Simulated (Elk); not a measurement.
Elk run on CaSe (Fm-3m, 2 atoms in the cell): self-consistent single point.

Method of the run: PBE, all-electron FP-LAPW, Elk's shipped species files, APW+lo basis with extra local orbitals in Elk.

The change in words: lattice scaled by 0.98. Reference geometry:
```
CELL_PARAMETERS angstrom
      0.00000     2.96000     2.96000
      2.96000     0.00000     2.96000
      2.96000     2.96000     0.00000
ATOMIC_POSITIONS crystal
  Ca 0.00000 0.00000 0.00000
  Se 0.50000 0.50000 0.50000
```

Reference input (self-consistent single point, DFT, PBE, all-electron FP-LAPW, Elk's shipped species files, APW+lo basis with extra local orbitals): xctype = 20; rgkmax = 7.5; swidth = 0.000734986 Ha; ngridk = 5 5 5; gmaxvr = 14 1/bohr; nxlo = 2; lorbcnd = true; lmaxi = 3; maxscl = 100. This run's input differs from it in these lines:

```diff
@@ -28,5 +28,5 @@
 avec
-    0.0000000000    5.5935893289    5.5935893289
-    5.5935893289    0.0000000000    5.5935893289
-    5.5935893289    5.5935893289    0.0000000000
+    0.0000000000    5.4817175423    5.4817175423
+    5.4817175423    0.0000000000    5.4817175423
+    5.4817175423    5.4817175423    0.0000000000
```

Output (repeated stretches shortened):

```
│ Self-consistent loop started │
│ Loop number : 1 │
 total energy                :     -3117.87805419
│ Loop number : 2 │
 total energy                :     -3117.80266425
RMS change in Kohn-Sham potential (target) :   0.2552677397     (  0.1000000000E-05)
Absolute change in total energy (target)   :   0.7538994422E-01 (  0.1000000000E-03)
│ Loop number : 3 │
 total energy                :     -3115.43608267
RMS change in Kohn-Sham potential (target) :   0.1659486200     (  0.1000000000E-05)
Absolute change in total energy (target)   :    2.385429061     (  0.1000000000E-03)
│ Loop number : 4 │
   [... lines left out ...]
Absolute change in total energy (target)   :   0.5852827621E-03 (  0.1000000000E-03)
│ Loop number : 13 │
 total energy                :     -3110.90612200
RMS change in Kohn-Sham potential (target) :   0.1880349800E-06 (  0.1000000000E-05)
Absolute change in total energy (target)   :   0.1560292249E-03 (  0.1000000000E-03)
│ Loop number : 14 │
 total energy                :     -3110.90611677
RMS change in Kohn-Sham potential (target) :   0.4666228615E-07 (  0.1000000000E-05)
Absolute change in total energy (target)   :   0.4424209010E-04 (  0.1000000000E-03)
Convergence targets achieved

│ Loop number : 15 │

Energies :
 Fermi                       :     0.177363680245
 total energy                :     -3110.90611633

Density of states at Fermi energy :   0.1360850001E-06
 (states/Hartree/unit cell)

Estimated indirect band gap :   0.7330412137E-01
 from k-point      1 to k-point      8
Estimated direct band gap   :   0.1078035797
 at k-point      8

Charges :
 core                        :    28.00000000
 valence                     :    26.00000000
 interstitial                :    3.165884987
 muffin-tins (core leakage)
  species :    1 (Ca)
   atom    1                 :    18.20602515     (  0.1955962681E-07)
  species :    2 (Se)
   atom    1                 :    32.62808986     (  0.5904751752E-04)
 total in muffin-tins        :    50.83411501
 total calculated charge     :    53.99561550
 total charge                :    54.00000000
 error                       :   0.4384496441E-02

│ Self-consistent loop stopped │
```

The run converged in 15 iterations. The count includes the last loop, which Elk runs after its targets are met. Against the reference run the free energy rises by 30.2 meV/atom and the gap on the mesh goes from 2.153 to 1.995 eV.

The starting cell has typed, rounded lattice constants, without a prior relaxation at this level. For this run, on top of that: lattice scaled by 0.98. Values depend on the basis (sphere radii, cutoffs, local orbitals), which need not be converged.
